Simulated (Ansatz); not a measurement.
Band structure of RbGeBiS₄ (P2_1/c, 28 atoms in the cell).

```xyz
28
Lattice="6.5166 0.0000 0.0000 0.0000 6.7832 0.0000 -5.8140 0.0000 16.8136" Properties=species:S:1:pos:R:3 pbc="T T T"
Rb     1.6858     5.0408     0.5949
Rb     1.9238     1.6491     7.8119
Rb    -0.9832     1.7425    16.2187
Rb    -1.2212     5.1341     9.0016
Bi    -0.1025     4.6325     4.7188
Bi     3.7120     1.2409     3.6880
Bi     0.8050     2.1507    12.0948
Bi    -3.0095     5.5423    13.1255
Ge     0.4019     1.8568     2.6285
Ge     3.2077     5.2485     5.7783
Ge     0.3007     4.9264    14.1851
Ge    -2.5051     1.5348    11.0352
S      1.0029     2.2304     4.7246
S      2.6067     5.6220     3.6822
S     -0.3003     4.5528    12.0889
S     -1.9041     1.1612    13.1314
S     -2.0543     3.4611     6.0093
S      5.6638     0.0695     2.3974
S      2.7568     3.3221    10.8042
S     -4.9613     6.7137    14.4161
S     -2.0128     0.1426     6.2052
S      5.6224     3.5342     2.2016
S      2.7154     6.6406    10.6083
S     -4.9198     3.2490    14.6120
S      2.1984     1.6267     1.4255
S      1.4111     5.0183     6.9813
S     -1.4959     5.1565    15.3881
S     -0.7086     1.7649     9.8322
```

Method: LDA (PW92), default PAW files made with PBE (plane waves; Ansatz, a quantum-chemistry and plane-wave program).

Settings: basis.ecutwfc = 420 eV; kpoints.mp_grid.grid = 3 3 1; hamiltonian.xc = lda; hamiltonian.pseudopotentials = {kind: paw} (the program's default PAW files); scf.occupations.method = cold; scf.occupations.width = 0.272 eV; kpoints.band_path.npoints = 10.

The starting cell comes from a database of published, mostly measured structures (it also holds non-ambient and calculated ones), without a prior relaxation at this level. Its lattice was rescaled by a random factor within 2.5 % of one. Spin-orbit coupling is off.

Predict the gap along the standard path and the places of the band edges.

The gap along the path is 1.92 eV, from Γ to C; the smallest direct gap on it is 2.00 eV. Another conduction valley lies within 0.1 eV, so the order of the valleys is not sure.

Levels in eV from the top of the valence band on the path, bands 121 to 128:
```json
[
 {"point": "Γ", "121": "-0.21", "122": "-0.09", "123": "-0.08", "124": "0.00", "125": "2.56", "126": "2.62", "127": "2.78", "128": "2.80"},
 {"point": "Y", "121": "-0.15", "122": "-0.15", "123": "-0.03", "124": "-0.03", "125": "2.53", "126": "2.53", "127": "2.83", "128": "2.83"},
 {"point": "H", "121": "-0.23", "122": "-0.10", "123": "-0.09", "124": "-0.08", "125": "1.92", "126": "2.04", "127": "2.37", "128": "2.81"},
 {"point": "C", "121": "-0.23", "122": "-0.10", "123": "-0.09", "124": "-0.08", "125": "1.92", "126": "2.04", "127": "2.37", "128": "2.81"},
 {"point": "E", "121": "-0.28", "122": "-0.28", "123": "-0.24", "124": "-0.24", "125": "2.62", "126": "2.62", "127": "2.84", "128": "2.84"},
 {"point": "M1", "121": "-0.28", "122": "-0.28", "123": "-0.24", "124": "-0.24", "125": "2.62", "126": "2.62", "127": "2.84", "128": "2.84"},
 {"point": "A", "121": "-0.33", "122": "-0.33", "123": "-0.24", "124": "-0.24", "125": "2.73", "126": "2.73", "127": "2.75", "128": "2.75"},
 {"point": "X", "121": "-0.20", "122": "-0.20", "123": "-0.09", "124": "-0.09", "125": "1.96", "126": "1.96", "127": "2.61", "128": "2.61"},
 {"point": "H1", "121": "-0.23", "122": "-0.10", "123": "-0.09", "124": "-0.08", "125": "1.92", "126": "2.04", "127": "2.37", "128": "2.81"}
]
```

Keys are those of Ansatz 0.2.
